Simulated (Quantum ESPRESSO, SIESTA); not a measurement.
A SIESTA input for a self-consistent single point of CaSe (Fm-3m, 2 atoms in the cell) (DFT, GGA PBE, numerical atomic orbitals DZP, PseudoDojo PBE standard norm-conserving potentials (rewritten from UPF to PSML)):

```
# files in the folder: Ca.psml Se.psml (PseudoDojo PBE standard)
SystemName  CaSe
SystemLabel siesta

NumberOfAtoms                2
NumberOfSpecies              2
%block ChemicalSpeciesLabel
  1 20 Ca
  2 34 Se
%endblock ChemicalSpeciesLabel
LatticeConstant              1.0 Ang
%block LatticeVectors
     0.000000000    2.979240000    2.979240000
     2.979240000    0.000000000    2.979240000
     2.979240000    2.979240000    0.000000000
%endblock LatticeVectors
AtomicCoordinatesFormat      Bohr
%block AtomicCoordinatesAndAtomicSpecies
     0.000000000    0.000000000    0.000000000  1
     5.629947660    5.629947660    5.629947660  2
%endblock AtomicCoordinatesAndAtomicSpecies

XC.functional                GGA
XC.authors                   PBE
PAO.BasisSize                DZP
PAO.EnergyShift              0.005 Ry
MeshCutoff                   400 Ry
%block kgrid.MonkhorstPack
    6   0   0  0.0
    0   6   0  0.0
    0   0   6  0.0
%endblock kgrid.MonkhorstPack
OccupationFunction           FD
ElectronicTemperature        10 K

MaxSCFIterations             150
SCF.Mixer.Method             Pulay
SCF.Mixer.Weight             0.1
SCF.Mixer.History            6
SCF.DM.Tolerance             1.0E-05
Diag.ParallelOverK           true
WriteForces                  true
```

Q: Write the same calculation as an input for Quantum ESPRESSO.

A: One input that does it (others would too):

```fortran
&CONTROL
   calculation = 'scf'
   prefix = 'run'
   outdir = './work'
   pseudo_dir = './'
   tprnfor = .true.
   tstress = .true.
/
&SYSTEM
   ibrav = 0
   celldm(1) = 7.96194834
   nat = 2
   ntyp = 2
   ecutwfc = 40
   ecutrho = 320
   occupations = 'fixed'
   nbnd = 16
/
&ELECTRONS
   conv_thr = 1.0d-8
   mixing_beta = 0.7
/
ATOMIC_SPECIES
Ca    40.0780  Ca_pbe_v1.uspp.F.UPF
Se    78.9710  Se_pbe_v1.uspp.F.UPF
ATOMIC_POSITIONS {crystal}
Ca    0.00000000    0.00000000    0.00000000
Se    0.50000000    0.50000000    0.50000000
K_POINTS {automatic}
6 6 6  0 0 0
CELL_PARAMETERS {alat}
   0.00000000     0.70710678     0.70710678
   0.70710678     0.00000000     0.70710678
   0.70710678     0.70710678     0.00000000
```

Basis settings and potentials, where a program has them, do not carry over. This input uses DFT, PBE, plane waves, SSSP 1.1.2 efficiency (PBE) pseudopotentials. Both were run: pressure 6.90 GPa in SIESTA and -0.02 in Quantum ESPRESSO; gap on the mesh 2.969 eV in SIESTA and 2.077 in Quantum ESPRESSO.

On Quantum ESPRESSO: the starting cell comes from a database of computed structures (which also holds hypothetical and non-ambient phases and stackings), without a prior relaxation at this level. Its lattice was rescaled by a random factor within 2.5 % of one. For this run, on top of that: lattice scaled by 0.98.

On SIESTA: the starting cell comes from a database of computed structures (which also holds hypothetical and non-ambient phases and stackings), without a prior relaxation at this level. Its lattice was rescaled by a random factor within 2.5 % of one. For this run, on top of that: lattice scaled by 0.98. Values carry the incompleteness of an atom-centred basis. The basis of the alkali or alkaline-earth atoms may lack their empty d shell, which can raise the gap. With a pressure of about 7 GPa the cell is away from its equilibrium volume at this level.
